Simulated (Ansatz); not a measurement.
Here is the system:

```yaml
crystal:
  lattice:
    - [4.09218, 0.00000, 0.00000]
    - [0.00000, 4.09218, 0.00000]
    - [0.00000, 0.00000, 5.45870]
  atoms:
    - { symbol: La, position: [0.50000, 0.50000, 0.69291] }
    - { symbol: Si, position: [0.00000, 0.00000, 0.97085] }
    - { symbol: Pt, position: [0.50000, 0.00000, 0.19784] }
    - { symbol: Pt, position: [0.00000, 0.50000, 0.19784] }
    - { symbol: Pt, position: [0.00000, 0.00000, 0.54877] }
```

The numbers are results of PBEsol, DFPT electron-phonon coupling, linearised Boltzmann equation (plane waves, PAW, scalar-relativistic; Ansatz, a program for electronic structure), not measurements. Geometry: relaxed with this functional, without spin-orbit coupling.

What phonon-limited resistivity does this give at 300 K?

39 (x), 39 (y), 23 (z) μΩ·cm.

A metal at this level (no band gap). Only scattering by harmonic phonons is included (no impurities, grain boundaries, electron-electron scattering or thermal expansion). Spin-orbit coupling is left out, which matters with elements this heavy. Halving the electron mesh (20x20x16) moves the resistivity by up to 11 % at 300 K. Smearing 0.20 eV; phonons on a 4x4x3 q mesh, which this run doesn't test.

Computed structure with no diffraction record at hand here (it may be known, metastable or hypothetical): LaPt3Si (P4mm).
